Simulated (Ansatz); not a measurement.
We consider CsCl-type PdIn, described by PBEsol+SOC (Ansatz, a program for electronic structure, PAW).

Numerical settings: plane-wave cutoff 520 eV, 18×18×18 k mesh, Fermi–Dirac smearing 0.05 eV, PAW data made under PBE.

Cell (relaxed at this level):

```cif
data_InPd
_chemical_formula_sum 'In1 Pd1'
_space_group_name_H-M_alt 'P 1'
_space_group_IT_number 1
_cell_length_a 3.24629
_cell_length_b 3.24629
_cell_length_c 3.24629
_cell_angle_alpha 90.000
_cell_angle_beta 90.000
_cell_angle_gamma 90.000
loop_
_space_group_symop_operation_xyz
  'x, y, z'
loop_
_atom_site_label
_atom_site_type_symbol
_atom_site_fract_x
_atom_site_fract_y
_atom_site_fract_z
_atom_site_occupancy
In1 In 0.50000 0.50000 0.50000 1
Pd1 Pd 0.00000 0.00000 0.00000 1
```

### Question
Give the computed bulk modulus and pressure derivative B′ of the bulk modulus.

### Answer

bulk modulus: 137 GPa
pressure derivative B′ of the bulk modulus: 5.8

The run finds no gap.

The result took roughly 10 core-minutes.
